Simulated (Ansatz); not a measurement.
Start from BAs in the wurtzite structure (space group P6_3mc, No. 186; a = 3.3544 Å, c = 5.5538 Å; a cell from a computed database, its experimental status unchecked).

Calculations: Kohn–Sham DFT with the PBEsol functional, run in Ansatz (a quantum-chemistry and plane-wave program) with PAW and 420 eV plane waves, scalar-relativistic without spin-orbit coupling.

For the base:

| Item | Value |
|---|---|
| c/a ratio | 1.656 |

Perturbation: a hydrostatic pressure of 3 GPa.

Question: Predict the new c/a ratio and mean gap deformation potential ΔEg/Δln V.

Answer: The c/a ratio remains 1.656; the mean gap deformation potential ΔEg/Δln V is +1.1 eV.

Load acts through the strain it causes; cell and atoms are relaxed under it. Whether these cells are dynamically stable was not tested. This is not the structure that BAs has at room temperature and ambient pressure.
